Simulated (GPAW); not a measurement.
Worked example: self-consistent single point of CdS (F-43m, 2 atoms in the cell) in GPAW.

Method of the run: LDA (Perdew-Wang 92), GPAW PAW datasets LDA (gpaw-data 1.0.1) (plane waves; GPAW).

```xyz
2
Lattice="0.0000 2.8835 2.8835 2.8835 0.0000 2.8835 2.8835 2.8835 0.0000" Properties=species:S:1:pos:R:3 pbc="T T T"
Cd     0.0000     0.0000     0.0000
S      1.4418     1.4418     1.4418
```

Reference input (self-consistent single point, DFT PBE, plane waves, GPAW PAW datasets PBE (gpaw-data 1.0.1)): mode = pw; ecut = 550 eV; xc = PBE; kpts = 10 10 10; mesh shift (steps) = 0 0 0; occupations.name = fermi-dirac; occupations.width = 0 eV; nbands = -4; convergence.bands = -2; symmetry.symmorphic = false; symmetry.tolerance = 0.0005; maxiter = 150. This run's input differs from it in these lines:

```diff
@@ -13,3 +13,3 @@
 calc = GPAW(mode=PW(550),
-            xc='PBE',
+            xc='LDA',
             kpts={'size': (10, 10, 10), 'gamma': True},
```

Its files differ too (potentials: GPAW PAW datasets LDA (gpaw-data 1.0.1)).

Output (repeated stretches shortened):

```
     iter     time        total  log10-change:
                         energy   eigst   dens
iter:   1 --:--:--    -8.091614   +0.66
iter:   2 --:--:--    -8.004014   -0.41  -1.16
iter:   3 --:--:--    -7.646213   -1.02  -1.20
iter:   4 --:--:--    -7.641929   -2.42  -1.59
iter:   5 --:--:--    -7.671629   -2.17  -1.59
iter:   6 --:--:--    -7.627679   -2.44  -1.89
iter:   7 --:--:--    -7.627879   -3.95  -2.79
iter:   8 --:--:--    -7.626513c  -3.59  -2.82
iter:   9 --:--:--    -7.626575c  -4.32  -3.25
iter:  10 --:--:--    -7.626590c  -5.34  -3.39
iter:  11 --:--:--    -7.626513c  -4.68  -3.41
iter:  12 --:--:--    -7.626503c  -6.00  -3.57
iter:  13 --:--:--    -7.626503c  -6.44  -4.35c
iter:  14 --:--:--    -7.626503c  -7.25  -4.42c
iter:  15 --:--:--    -7.626502c  -7.42c -4.28c
Converged after 15 iterations.

Dipole moment: (-2.746009, -2.746009, -2.746009) |e|*Ang

Energy contributions relative to reference atoms: (reference = -162860.550595)

Kinetic:        +16.537091
Potential:      -14.774070
External:        +0.000000
XC:              -9.487742
Entropy (-ST):   +0.000000
Local:           +0.098219
SIC:             +0.000000
--------------------------
Free energy:     -7.626502
Extrapolated:    -7.626502

Showing only first 2 kpts
 Kpt  Band  Eigenvalues  Occupancy
  0     7      3.70853    2.00000
  0     8      3.70853    2.00000
  0     9      4.62581    0.00000
  0    10      9.99671    0.00000

  1     7      3.46841    2.00000
  1     8      3.46841    2.00000
  1     9      5.53510    0.00000
  1    10      9.51538    0.00000

Fermi level: 4.16717

Gap: 0.917 eV
Transition (v -> c):
  (s=0, k=0, n=8, [0.00, 0.00, 0.00]) -> (s=0, k=0, n=9, [0.00, 0.00, 0.00])
No difference between direct/indirect transitions
Energy (eV): -7.626502

Forces in eV/Ang:
  0 Cd    0.00000   -0.00000   -0.00000
  1 S     0.00000   -0.00000   -0.00000

Stress tensor:
     0.004249     0.000000     0.000000
     0.000000     0.004249     0.000000
     0.000000     0.000000     0.004249
Stress (GPa, Voigt): [0.6807 0.6807 0.6807 0.     0.     0.    ]
```

The run converged in 15 iterations. GPAW prints stress with tension positive. Against the reference run the pressure goes from 4.94 to -0.68 GPa and the gap on the mesh goes from 1.198 to 0.917 eV.

The starting cell comes from a database of computed structures (which also holds hypothetical and non-ambient phases and stackings), without a prior relaxation at this level. Its lattice was rescaled by a random factor within 2.5 % of one.
